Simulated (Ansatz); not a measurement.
K₃GaF₆ (Fm-3m, No. 225, 10 atoms in the cell; start COD 2108655; high-temperature phase), treated with r²SCAN+rVV10 (PAW; Ansatz, an electronic-structure program).

Numerical settings: plane-wave cutoff 560 eV, 8×8×8 k mesh, Fermi–Dirac smearing 0.01 eV, scalar-relativistic PAW data made under PBE.

Cell (relaxed at this level):

```yaml
crystal:
  lattice:
    - [0.00000, 4.32040, 4.32040]
    - [4.32040, 0.00000, 4.32040]
    - [4.32040, 4.32040, 0.00000]
  atoms:
    - { symbol: Ga, position: [0.50000, 0.50000, 0.50000] }
    - { symbol: K, position: [0.00000, 0.00000, 0.00000] }
    - { symbol: K, position: [0.75000, 0.75000, 0.75000] }
    - { symbol: K, position: [0.25000, 0.25000, 0.25000] }
    - { symbol: F, position: [0.71806, 0.71806, 0.28194] }
    - { symbol: F, position: [0.28194, 0.28194, 0.71806] }
    - { symbol: F, position: [0.71806, 0.28194, 0.71806] }
    - { symbol: F, position: [0.28194, 0.71806, 0.28194] }
    - { symbol: F, position: [0.28194, 0.71806, 0.71806] }
    - { symbol: F, position: [0.71806, 0.28194, 0.28194] }
```

**Question.** Predict the band gap.

**Answer.** 
band gap: 6.98 eV (on the SCF k mesh)

Note: the relaxation could not lower the start's symmetry, so the cell can be a saddle point above a distorted one.

Spin–orbit coupling is not included.

Computed values are for the static lattice.
